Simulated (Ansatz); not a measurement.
Consider the following.

```yaml
crystal:
  lattice:
    - [0.00000, 2.77925, 2.66578]
    - [2.77925, 0.00000, 2.66578]
    - [2.77925, 2.77925, 0.00000]
  atoms:
    - { symbol: Si, position: [0.00000, 0.00000, 0.00000] }
    - { symbol: Si, position: [0.25000, 0.25000, 0.25000] }
```

All values below come from r2SCAN with spin-orbit coupling, rigid bands (plane waves, PAW; Ansatz, an electronic-structure program). Condition of this run: biaxial stress in (001) of -3.6 GPa (compression positive) (the target of the relaxation). Cell: cell and atoms relaxed with PBEsol, then loaded as said.

**Question.** Predict the hole conductivity mass (n e² τ/σ) at 300 K, by direction if it differs.

**Answer.** 0.29 (x), 0.29 (y), 0.25 (z) mₑ.

**Question.** Predict the electron conductivity mass (n e² τ/σ) at 300 K, by direction if it differs.

**Answer.** 0.21 (x), 0.21 (y), 0.91 (z) mₑ.

**Question.** And the band gap?

**Answer.** 0.35 eV at this level; semilocal functionals usually fall short of the measured gap.

Rigid bands, one relaxation time for all states, no polarons. Geometry: cell and atoms relaxed with PBEsol.
